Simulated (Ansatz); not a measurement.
Consider the following.

```
Si
1.0
    0.00000     2.72216     2.64049
    2.72216     0.00000     2.64049
    2.72216     2.72216     0.00000
Si
2
Direct
  0.00000   0.00000   0.00000
  0.25000   0.25000   0.25000
```

No spin polarisation.

All numbers come from Kohn–Sham DFT with the r2SCAN functional, run in Ansatz (a first-principles code) with PAW and 500 eV plane waves, spin-orbit coupling left out. Settings: 10×10×10 k-points, 0.05 eV Fermi–Dirac smearing.

**Question.** Predict the band gap, electron mass, space group and gap character.

**Answer.** The band gap is 0.38 eV and the electron mass is 0.89 mₑ along k, 0.19 mₑ across (off the special points). The space group is I4_1/amd (No. 141). The gap character comes out as indirect, Γ → Γ–M (87 % along).

The cells carry an imposed strain or load. Masses are band curvatures over ±0.01 Å⁻¹ around the edge. Along k means along the line from Γ to the band edge. Whether these cells are dynamically stable was not tested. The cell was made from Si in the diamond structure (space group Fd-3m, No. 227) by this change: uniaxial strain ε_zz = −3.00 %.
